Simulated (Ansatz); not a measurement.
**Effect of biaxial strain +1.50 %, plane normal [001], relaxed out of plane on InAs**

The parent structure is InAs in the zinc blende structure (space group F-43m, No. 216; a = 6.1096 Å). Axes: x, y, z lie along the cube axes.

It is then changed as follows: tensile biaxial strain of 1.50 % in the plane normal to [001], as in epitaxy on a mismatched substrate; the out-of-plane cell vector and the atoms relax.

All numbers come from r2SCAN (Ansatz, a program for electronic structure), without spin-orbit coupling. k-mesh 9×9×9 (Γ-centred); smearing 0.05 eV (Fermi–Dirac).

```tsv
quantity	base	changed	shift
volume per atom	28.51 Å³	28.88 Å³	+0.37 Å³
shortest interatomic distance	2.646 Å	2.658 Å	+0.012 Å
energy relative to the base (free energy F)	0 meV/atom	+3.0 meV/atom	+3.0 meV/atom
pressure (mean of the normal stresses, compression positive)	0.00 GPa	-0.74 GPa	-0.74 GPa
band gap (uncertain: the edges found look like a band crossing or inverted bands; the changed cell)	0.08 eV	0.06 eV	-0.02 eV
out-of-plane strain	–	-1.66 %	–
ratio −ε⊥/ε∥	–	1.10	–
mean in-plane stress (compression positive)	–	-1.1 GPa	–
```

Gaps are read on the SCF mesh and a high-symmetry path. Stability against distortions was not tested. A zero or small gap of InAs can be the functional's error rather than a property of the material.
